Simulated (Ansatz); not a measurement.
The parent structure is MgO in the rock salt structure (space group Fm-3m, No. 225).

```cif
data_MgO
_chemical_formula_sum 'Mg1 O1'
_space_group_name_H-M_alt 'P 1'
_space_group_IT_number 1
_cell_length_a 2.97984
_cell_length_b 2.97984
_cell_length_c 2.97984
_cell_angle_alpha 60.000
_cell_angle_beta 60.000
_cell_angle_gamma 60.000
loop_
_space_group_symop_operation_xyz
  'x, y, z'
loop_
_atom_site_label
_atom_site_type_symbol
_atom_site_fract_x
_atom_site_fract_y
_atom_site_fract_z
_atom_site_occupancy
Mg1 Mg 0.00000 0.00000 0.00000 1
O1 O 0.50000 0.50000 0.50000 1
```

Levels (all Ansatz, a quantum-chemistry and plane-wave program, PAW): PBEsol (420 eV, spin-orbit coupling left out); HSE06 (420 eV, without spin-orbit coupling).

Its gap is 4.62 eV with PBEsol and 6.47 eV with HSE06.

It is then changed as follows: a negative pressure, −1 GPa.

With PBEsol the gap becomes 4.56 eV.

### Question
If the HSE06 correction stayed the same, what would the HSE06 gap be, and what does the HSE06 run give?

### Answer
A rigid correction of +1.85 eV gives 6.41 eV. The HSE06 run gives 6.40 eV, so the two effects roughly add.

Single points use the geometry relaxed with PBEsol. Load acts through the strain it causes; cell and atoms are relaxed under it. No phonon test of stability was made. The base started in Pnma and relaxed to Fm-3m at this level.
